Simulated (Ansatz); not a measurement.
Start from ZrSe$_{2}$ in the CdI2 type structure (space group P-3m1, No. 164; a = 3.662 Å, c = 5.841 Å; layered, stacked along the Cartesian z axis).

The values are results of PBEsol-D3(BJ), PAW, 420 eV (Ansatz, a quantum-chemistry and plane-wave program; scalar-relativistic without spin-orbit coupling), earlier PAW set, not measurements.

Before the change:

| Property | Value |
|---|---|
| Volume per atom | 22.61 Å³ |

One thing is altered: every Se is replaced by Pt; the structure is relaxed again.

### Question
What does the calculation give for the volume per atom after the change?

### Answer
The volume per atom falls by 4.38 Å³ to 18.23 Å³.

Stability against distortions was not tested. As relaxed here, ZrPt2 is a hypothetical phase, not in the database extracts checked. The final runs are not spin-polarised.
